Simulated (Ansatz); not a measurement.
## CuPd, pressure series

The reference is CuPd in the CsCl type structure (space group Pm-3m, No. 221; a = 2.962 Å).

Cell and atoms are relaxed at each pressure.

Computed with PBEsol, PAW, 420 eV (Ansatz, a program for electronic structure; no spin-orbit coupling).

```tsv
pressure (GPa)	volume per atom (Å³/atom)
-1	13.061
0	12.990
0.3	12.969
0.7	12.942
1.5	?
3	12.788
5	12.665
7.5	12.519
10	12.383
```

Question: Fit the third-order Birch–Murnaghan form P(V) = (3B₀/2)[(V₀/V)^(7/3) − (V₀/V)^(5/3)]·[1 + (3/4)(B₀′ − 4)((V₀/V)^(2/3) − 1)] (squares taken in P) to the rows shown and predict the withheld row.

Answer: Least squares on the printed values gives V₀ = 12.990 Å³/atom, B₀ = 185 GPa, B₀′ = 5.2; this predicts 12.887 Å³/atom, and the run gives 12.886 Å³/atom, in agreement.

Load acts through the strain it causes; cell and atoms are relaxed under it. Stability against distortions was not tested. Competing high-pressure phases were not computed. All final runs are without spin polarisation.
